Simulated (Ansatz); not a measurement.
The reference is BaS in the rock salt structure (space group Fm-3m, No. 225; a = 6.429 Å).

One thing is altered: the cell is scaled by 0.9850 in all directions, atoms relaxed at fixed cell.

The values are results of Ansatz (a quantum-chemistry and plane-wave program) PBE, no SOC, not measurements.

Base, band edges from the VBM (valence, conduction): X -0.12, 2.23; W -0.44, 4.28; L -0.98, 5.50; Γ 0.00, 3.59; K -0.48, 3.34; U -0.48, 3.34 eV.

Task: Give the band edges at the high-symmetry points of the new zone, measured from its valence-band maximum.

Result: 
| point | valence edge (eV) | conduction edge (eV) |
|---|---|---|
| Γ | 0.00 | 3.82 |
| X | -0.09 | 2.17 |
| U | -0.44 | 3.34 |
| K | -0.44 | 3.34 |
| L | -1.06 | 5.62 |
| W | -0.40 | 4.32 |

The gap is 2.17 eV, indirect, Γ → X.

The cells carry an imposed strain or load. Whether these cells are dynamically stable was not tested.
